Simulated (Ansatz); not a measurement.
Relaxation of the outer planes of the (211) surface of rock-salt SrO in its 1x1 cell (cut with top plane O + Sr, bottom plane O + Sr), outermost plane spacing 1.06 Å in the ideal cut.

Calculation: PBE (plane waves to 420 eV, PAW; Ansatz, a quantum-chemistry and plane-wave program).

Model: 22-atom slab, O11Sr11, 10.6 Å thick at the start, 7x3x1 mesh, Fermi-Dirac 0.025 eV, dipole correction, all atoms relaxed; start symmetry kept, larger cells not searched; no spin, no spin-orbit, no U.

| plane | atoms | bulk spacing to the next (Å) | relaxed spacing (Å) | change (%) | rumpling (Å) |
|---|---|---|---|---|---|
| 1 | O + Sr | 1.060 | 0.744 | -29.9 | 0.15 (Sr outermost) |
| 2 | O + Sr | 1.060 | 0.947 | -10.7 | 0.04 (Sr outermost) |
